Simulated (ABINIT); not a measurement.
Input and output of a self-consistent single point for WC (P-6m2, 2 atoms in the cell) (ABINIT).

Computed with PBE, PAW (JTH v2.0 PBE PAW) (plane waves; ABINIT).

The change in words: lattice scaled by 0.98. Reference geometry:
```xyz
2
Lattice="1.4550 -2.5201 0.0000 1.4550 2.5201 0.0000 0.0000 0.0000 2.8400" Properties=species:S:1:pos:R:3 pbc="T T T"
W      0.0000     0.0000     0.0000
C      1.4550     0.8400     1.4200
```

Reference input (self-consistent single point, DFT, PBE, plane waves, PAW (JTH v2.0 PBE PAW)): pseudos = [W.GGA_PBE-JTH.xml, C.GGA_PBE-JTH.xml]; ecut = 21 Ha; pawecutdg = 42 Ha; pawxcdev = 0; occopt = 7; tsmear = 0.272 eV; ngkpt = 17 17 15; nshiftk = 1; shiftk = 0 0 0; potentials = JTH v2.0 PBE PAW; nband = 14; kptopt = 1. This run's input differs from it in these lines:

```diff
@@ -5,5 +5,5 @@
 rprim
-         2.7495515141   -4.7623629204    0.0000000000
-         2.7495515141    4.7623629204    0.0000000000
-         0.0000000000    0.0000000000    5.3668221939
+         2.6945603466   -4.6671154244    0.0000000000
+         2.6945603466    4.6671154244    0.0000000000
+         0.0000000000    0.0000000000    5.2594857501
 natom 2
@@ -14,3 +14,3 @@
          0.0000000000    0.0000000000    0.0000000000
-         1.4550000014    0.8400446425    1.4200000000
+         1.4258999288    0.8232437078    1.3916000000
       Angstrom
```

Output (repeated stretches shortened):

```
--- !BeginCycle
solver: {iscf: 17, nstep: 60, nline: 4, wfoptalg: 10, }
tolerances: {tolvrs: 1.00E-11, }
...

     iter   Etot(hartree)      deltaE(h)  residm     nres2
 ETOT  1  -71.962316447200    -7.196E+01 1.723E+01 1.078E+01
 ETOT  2  -74.825429109742    -2.863E+00 1.265E-01 1.046E+01
 ETOT  3  -74.791097132646     3.433E-02 5.365E-02 1.952E+00
 ETOT  4  -74.787094860521     4.002E-03 9.803E-02 5.635E-01
 ETOT  5  -74.784962863301     2.132E-03 6.984E-02 1.533E-02
   [... 7 lines left out ...]
 ETOT 13  -74.785170756833    -9.337E-12 5.860E-05 2.188E-09
 ETOT 14  -74.785170756824     8.740E-12 6.913E-06 4.381E-10
 ETOT 15  -74.785170756825    -5.542E-13 1.426E-05 1.495E-11
 ETOT 16  -74.785170756825    -1.137E-13 1.675E-06 5.461E-12
 At SCF step   16       nres2   =  5.46E-12 < tolvrs=  1.00E-11 =>converged.

 Cartesian components of stress tensor (hartree/bohr^3)
  sigma(1 1)= -1.06658890E-03  sigma(3 2)=  0.00000000E+00
  sigma(2 2)= -1.06658890E-03  sigma(3 1)=  0.00000000E+00
  sigma(3 3)= -1.19400909E-03  sigma(2 1)=  0.00000000E+00

 ----iterations are completed or convergence reached----

 reduced coordinates (array xred) for    2 atoms
       0.000000000000      0.000000000000      0.000000000000
       0.333333333333      0.666666666667      0.500000000000
 cartesian forces (eV/Angstrom) at end:
    1     -0.00000000000000     0.00000000000000    -0.00000000000000
    2      0.00000000000000     0.00000000000000    -0.00000000000000
 frms,max,avg= 2.9667441E-27 5.1385516E-27   0.000E+00  0.000E+00  0.000E+00 e/A
   [... lines left out ...]
 Fermi (or HOMO) energy (eV) =  10.75045   Average Vxc (eV)= -13.85805
   [... lines left out ...]
'-kT*entropy'       : -3.78700136683464E-04
total_energy        : -7.47851716100105E+01
total_energy_eV     : -2.03500801171597E+03
...

-Cartesian components of stress tensor (GPa)         [Pressure=  3.2630E+01 GPa]
- sigma(1 1)= -3.13801236E+01  sigma(3 2)=  0.00000000E+00
- sigma(2 2)= -3.13801236E+01  sigma(3 1)=  0.00000000E+00
- sigma(3 3)= -3.51289545E+01  sigma(2 1)=  0.00000000E+00

 Calculation completed.
```

The run converged in 16 iterations. Against the reference run the free energy goes up by 70.6 meV/atom and the pressure goes from 4.57 to 32.63 GPa.

The starting cell has typed, rounded lattice constants, without a prior relaxation at this level. For this run, on top of that: lattice scaled by 0.98. Spin polarisation is off. With a pressure of about 33 GPa the cell is away from its equilibrium volume at this level.

Cost on one core of a shared machine: roughly 90 s.
